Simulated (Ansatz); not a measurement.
## CdSe: pressure series

The parent structure is CdSe in the zinc blende structure (space group F-43m, No. 216; a = 6.0075 Å).

Cell and atoms are relaxed at each pressure.

The values are results of LDA (Ansatz, a quantum-chemistry and plane-wave program), no SOC, not measurements.

Notes on the quantities. hole mass: degenerate bands, along [100].

| variant | electron mass | hole mass | band gap | volume per atom |
|---|---|---|---|---|
| base | 0.041 mₑ (at Γ) | 0.042, 0.62, 0.62 mₑ (at Γ) | 0.41 eV | 27.10 Å³ |
| pressure −2 GPa | 0.035 mₑ (at Γ) | 0.035, 0.66, 0.66 mₑ (at Γ) | 0.33 eV | 28.15 Å³ |
| pressure −1 GPa | 0.038 mₑ (at Γ) | 0.039, 0.64, 0.64 mₑ (at Γ) | 0.37 eV | 27.60 Å³ |
| pressure 0.9 GPa | 0.043 mₑ (at Γ) | 0.044, 0.61, 0.61 mₑ (at Γ) | 0.43 eV | 26.70 Å³ |
| pressure 2.1 GPa | 0.046 mₑ (at Γ) | 0.047, 0.59, 0.59 mₑ (at Γ) | 0.47 eV | 26.21 Å³ |
| pressure 4.5 GPa | 0.051 mₑ (at Γ) | 0.052, 0.57, 0.57 mₑ (at Γ) | 0.54 eV | 25.36 Å³ |
| pressure 9 GPa | 0.058 mₑ (at Γ) | 0.059, 0.53, 0.53 mₑ (at Γ) | 0.63 eV | 24.09 Å³ |
| pressure 15 GPa | [?] | [?] | [?] | [?] |
| pressure 22.5 GPa | 0.071 mₑ (at Γ) | 0.073, 0.45, 0.45 mₑ (at Γ) | 0.83 eV | 21.58 Å³ |
| pressure 30 GPa | 0.075 mₑ (at Γ) | 0.079, 0.44, 0.44 mₑ (at Γ) | 0.89 eV | 20.63 Å³ |

Q: What belongs in the blanks?

A: 
- pressure 15 GPa, electron mass: 0.065 mₑ (at Γ)
- pressure 15 GPa, hole mass: 0.067, 0.49, 0.49 mₑ (at Γ)
- pressure 15 GPa, band gap: 0.73 eV
- pressure 15 GPa, volume per atom: 22.81 Å³

Load acts through the strain it causes; cell and atoms are relaxed under it. Masses are band curvatures over ±0.01 Å⁻¹ around the edge. Stability against distortions was not tested. Tetrahedral semiconductors of this kind turn to denser phases somewhere between about 1 and 50 GPa; those were not computed, so compressed cells here can lie past the real transition.
